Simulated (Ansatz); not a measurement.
Take SnTe in the rock salt structure (space group Fm-3m, No. 225; a = 6.370 Å) as the base.

Structures relaxed with r2SCAN, PAW, 500 eV (Ansatz, an electronic-structure program; no spin-orbit coupling).

Base:

Simulated powder pattern, Cu Kα1, λ = 1.54056 Å (kinematic, ideal powder, no thermal factors, no anomalous dispersion; the 10 strongest lines at most, above 2 %, up to 2θ = 90°):

| 2θ (°) | I/Imax (%) | hkl |
|---|---|---|
| 27.99 | 100 | (200) |
| 40.00 | 76 | (220) |
| 49.53 | 27 | (222) |
| 57.86 | 13 | (400) |
| 65.48 | 35 | (420) |
| 72.66 | 25 | (422) |
| 86.33 | 8.2 | (440) |

Modification: the cell is scaled by 0.9750 in all directions; the atoms relax in the strained cell.

Problem. Predict the new powder pattern.

Solution. 
Simulated powder pattern, Cu Kα1, λ = 1.54056 Å (kinematic, ideal powder, no thermal factors, no anomalous dispersion; the 10 strongest lines at most, above 2 %, up to 2θ = 90°):

```tsv
2θ (°)	I/Imax (%)	hkl
28.73	100	(200)
41.07	75	(220)
50.89	27	(222)
59.49	12	(400)
67.38	34	(420)
74.84	25	(422)
89.11	8.3	(440)
```

The indices refer to the base's conventional cell; one index is shown for lines that coincide.

No phonon test of stability was made.
